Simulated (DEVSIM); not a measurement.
Structure: Co/SiON/n-GaAs capacitor, at 300 K.

Layer 1 from the left is SiON, thickness (nm) 6.70. Layer 2 from the left is GaAs, thickness (nm) 7400, Nd (cm⁻³) 7.5e15.

Metal gate on the left, work function 5 eV. Fixed charge at the semiconductor interface 2.8e11 cm⁻² (in units of +e); no interface traps.

Constants are typed, rounded textbook-type inputs, not results; the design itself was drawn at random and stands for no fabricated device. Values at 300 K.

SiON: gap (eV) 7, affinity (eV) 1.4, permittivity 5.5. GaAs: gap (eV) 1.424, affinity (eV) 4.07, permittivity 12.9, Nc (cm⁻³) 4.7e17, Nv (cm⁻³) 9e18.

Problem. Estimate by hand the flat-band voltage, the threshold voltage, and compare with a numerical solution.

Solution. 
- Flat-band voltage: C = 0.727 μF/cm², work-function difference 0.823 V; VFB = φms − qNf/C = 0.76 V; numerical 0.76 V.
- Threshold voltage: φF = 0.567 V, depletion charge √(4εqNφF) = 5.58e-8 C/cm²; VT = VFB − 2φF − Qd/C = -0.45 V; numerical -0.45 V.

Model (solved in DEVSIM): 1D Poisson equation in equilibrium, Boltzmann statistics, complete ionisation; no quantum confinement or tunnelling. Metal contacts follow the ideal Schottky-Mott rule: no Fermi-level pinning, no interface dipoles.
